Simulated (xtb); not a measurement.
xtb 6.7.1, GFN2-xTB: Ni(CO)4 ([O+]#[C-]->[Ni](<-[C-]#[O+])(<-[C-]#[O+])<-[C-]#[O+]), 9 atoms. The geometry is a generated start, not checked to be a minimum at this level.

| Property | Value |
|---|---|
| run flags | --grad |
| method | GFN2-xTB |
| --acc | 1 (default) |
| --etemp (K) | 300 (default) |
| basis functions | 42 |
| valence electrons | 50 |

```xyz
9

Ni    -0.0005    -0.0045     0.0038
O      1.9346     1.4772    -1.6537
C      1.1920     0.9067    -1.0173
O      1.4384    -1.4148     2.1568
C      0.8834    -0.8753     1.3303
O     -1.4430    -1.9496    -1.6777
C     -0.8883    -1.2056    -1.0290
O     -1.9283     1.9013     1.1625
C     -1.1882     1.1646     0.7243
```

Charge 0 and multiplicity 1 are set for this test and not shown to be the ground state.

One run each on 1 thread. Values of broydamp tried: 0.02, 0.05, 0.1, 0.2, 0.4 (default), 0.6, 0.8, 1.

Question: Which value of broydamp needs the fewest SCC iterations, and what happens away from it?

Answer: Fewest SCC iterations, within one of each other: 0.4 (default) with 12, 0.6 with 11, 0.8 with 12. The count rises to 27 at 0.02. All converge to one solution.

| broydamp | SCC iterations | end |
|---|---|---|
| 0.02 | 27 | same solution |
| 0.05 | 21 | same solution |
| 0.1 | 18 | same solution |
| 0.2 | 15 | same solution |
| 0.4 (default) | 12 | same solution |
| 0.6 | 11 | same solution |
| 0.8 | 12 | same solution |
| 1 | 15 | same solution |
